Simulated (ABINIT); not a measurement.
Band structure of KI (Fm-3m, 2 atoms in the cell).

```xyz
2
Lattice="0.0000 3.5566 3.5566 3.5566 0.0000 3.5566 3.5566 3.5566 0.0000" Properties=species:S:1:pos:R:3 pbc="T T T"
K      0.0000     0.0000     0.0000
I      3.5566     3.5566     3.5566
```

Method: PBE, PAW (JTH v2.0 PBE PAW) (plane waves; ABINIT 10.0.3).

Settings: pseudos = [K.GGA_PBE-JTH.xml, I.GGA_PBE-JTH.xml]; ecut = 21 Ha; pawecutdg = 42 Ha; pawxcdev = 0; ixc = 11; occopt = 3; tsmear = 0.05 eV; ngkpt = 7 7 7; nshiftk = 1; shiftk = 0 0 0; potentials = JTH v2.0 PBE PAW; kptopt = 1; nstep = 60.

The starting cell comes from a database of computed structures (which also holds hypothetical and non-ambient phases and stackings), without a prior relaxation at this level. Its lattice was rescaled by a random factor within 2.5 % of one. Spin-orbit coupling is off.

### Question
Predict the gap along the standard path and the places of the band edges.

### Answer
The gap along the path is 3.92 eV, direct at Γ to within 0.01 eV.

Levels in eV from the top of the valence band on the SCF mesh, bands 5 to 12:
```
point       5      6      7      8     9    10    11    12
-----  ------  -----  -----  -----  ----  ----  ----  ----
Γ      -10.47   0.00   0.00   0.00  3.92  6.51  6.51  6.51
X      -10.34  -0.96  -0.35  -0.35  4.96  5.72  8.09  8.65
W      -10.29  -0.70  -0.70  -0.57  6.46  6.46  6.59  8.12
K      -10.29  -0.83  -0.73  -0.37  5.62  6.58  7.58  8.23
L      -10.22  -1.27  -0.32  -0.32  5.50  7.66  8.13  8.13
U      -10.29  -0.83  -0.73  -0.37  5.62  6.58  7.58  8.23
```
